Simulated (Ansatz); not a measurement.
ErC2 (I4/mmm, No. 139; cell taken from a computed entry), treated with LDA (plane waves, PAW; Ansatz, a program for electronic structure).

Numerical settings: plane-wave cutoff 500 eV, 16×16×16 k mesh, Fermi–Dirac smearing 0.05 eV, spin-polarised start, scalar-relativistic PAW data made under PBE.

Computed at the level's own relaxed cell.

### Question
Give the computed volume per atom, lattice parameter a and c axis length.

### Answer

- volume per atom: 12.78 Å³/atom
- lattice parameter a: 3.559 Å
- c axis length: 6.053 Å

The run finds no gap.

Note: the magnetic order was assumed, not searched for or taken from measurement; the relaxation could not lower the start's symmetry, so the cell can be a saddle point above a distorted one; the 4f shell is treated without U or exact exchange, so its levels and filling can be wrong.

Spin–orbit coupling is not included.

Computed values are for the static lattice.

The result took very roughly 4 core-minutes.
